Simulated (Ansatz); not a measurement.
The structure below was relaxed with Kohn–Sham DFT with the PBEsol functional, run in Ansatz (an electronic-structure program) with PAW and 420 eV plane waves, no spin-orbit coupling, earlier PAW set.

```yaml
crystal:
  lattice:
    - [3.68407, 0.00000, 0.00000]
    - [0.00000, 3.68407, 0.00000]
    - [0.00000, 0.00000, 12.18451]
  atoms:
    - { symbol: La, position: [0.00000, 0.00000, 0.80799] }
    - { symbol: Cs, position: [0.50000, 0.50000, 0.50000] }
    - { symbol: La, position: [0.00000, 0.00000, 0.19201] }
    - { symbol: La, position: [0.50000, 0.50000, 0.00000] }
```

Task: Find the space group and the Wyckoff positions.

Result: Space group P4/mmm (No. 123); a = 3.6841 Å, b = 3.6841 Å, c = 12.1845 Å, α = 90.00°, β = 90.00°, γ = 90.00°

```json
[
 {"atom": "La", "site": "2g", "symmetry": "4mm", "x": "0.0000", "y": "0.0000", "z": "0.1920"},
 {"atom": "Cs", "site": "1d", "symmetry": "4/mmm", "x": "0.5000", "y": "0.5000", "z": "0.5000"},
 {"atom": "La", "site": "1c", "symmetry": "4/mmm", "x": "0.5000", "y": "0.5000", "z": "0.0000"}
]
```

Task: Describe the coordination.

Result: The crystal has 4 atoms in its conventional cell. Lattice parameters: a = b = 3.6841 Å, c = 12.1845 Å, α = β = γ = 90.00°. La1 is surrounded by 13 La at 3.501–5.210 Å and 4 Cs at 4.568 Å. Cs has 4 Cs at 3.684 Å and 4 Cs at 5.210 Å and 8 La at 4.568 Å. La2 has 8 La at 3.501 Å and 4 La at 3.684 Å and 4 La at 5.210 Å. (Neighbours: up to the widest gap in distance over summed covalent radii, below 1.35, at either atom.)

These are small ordered cells, not random alloys; other orderings at the same x differ. Stability against distortions was not tested. The cell was made from Cs by this change: x(La) = 0.75, 4 atoms, P4/mmm. Under x(La) = 0.75, 4 atoms, P4/mmm the cell changed shape so far that it is another structure.
